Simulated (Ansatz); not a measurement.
Start from MgSe in the rock salt structure (space group Fm-3m, No. 225; a = 5.4498 Å).

Now apply this change: every lattice vector is stretched by 5.73 %; the atoms relax in the strained cell.

Levels (all Ansatz, a quantum-chemistry and plane-wave program, PAW): PBEsol (420 eV, no spin-orbit coupling); r2SCAN (500 eV, spin-orbit coupling left out); HSE06 (420 eV, no SOC).

One geometry, relaxed with PBEsol, under each level:

Notes on the quantities. hole mass: degenerate bands, along [100].

| level | band gap | lowest conduction level above the VBM at special points | electron mass | hole mass | pressure |
|---|---|---|---|---|---|
| PBEsol | 1.51 eV | X 1.51 eV; Γ 1.53 eV; U 2.76 eV; K 2.76 eV | 0.46 mₑ along k, 0.23 mₑ across (at X) | 0.12, 0.94, 0.94 mₑ (at Γ) | -7.67 GPa |
| r2SCAN | … | … | … | … | … |
| HSE06 | 2.35 eV | X 2.35 eV; Γ 2.51 eV; U 3.65 eV | – | – | – |

**Question.** Give the withheld r2SCAN results.

**Answer.** 
- r2SCAN, band gap: 2.20 eV
- r2SCAN, lowest conduction level above the VBM at special points: X 2.20 eV; Γ 2.45 eV; U 3.44 eV; K 3.44 eV
- r2SCAN, electron mass: 0.46 mₑ along k, 0.25 mₑ across (at X)
- r2SCAN, hole mass: 0.18, 0.94, 0.94 mₑ (at Γ)
- r2SCAN, pressure: -7.48 GPa

Single points use the geometry relaxed with PBEsol. Their cutoffs differ, which shifts pressures a little. HSE06 was sampled on its mesh, a few special points and the semilocal edge points, so its gap is an upper bound. Effective masses come from finite differences of ±0.01 Å⁻¹. Along k means along the line from Γ to the band edge. Stability against distortions was not tested.
